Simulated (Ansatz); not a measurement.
Reference: Zr (P6_3/mmc), PBEsol, rigid bands (plane waves, PAW, scalar-relativistic; Ansatz, a first-principles code); axes and stresses refer to this cell.

```xyz
2
Lattice="3.1883 0.0000 0.0000 -1.5941 2.7611 0.0000 0.0000 0.0000 5.1076" Properties=species:S:1:pos:R:3 pbc="T T T"
Zr     0.0000     1.8407     1.2769
Zr     1.5941     0.9204     3.8307
```

The root-mean-square Fermi velocity is 3.9 ×10⁵ m/s, the drude plasma energy is 4.2 eV and the density of states at the Fermi level per atom is 1.00 states/eV.

Change: hydrostatic pressure -2 GPa. What happens to root-mean-square Fermi velocity, Drude plasma energy, density of states at the Fermi level per atom?

root-mean-square Fermi velocity moves little, to 3.8 ×10⁵ m/s; Drude plasma energy moves little, to 4.1 eV; density of states at the Fermi level per atom moves little, to 0.99 states/eV.

Metals at this level; values at 300 K, both spins, means over directions. As a rough test of the mesh, the Fermi surface's area from every second k point differs by up to 13 %. Spin-orbit coupling is left out unless a row names it. Stresses and pressures are the targets of the relaxation.  The structure type is held under load, also where the real crystal would transform.
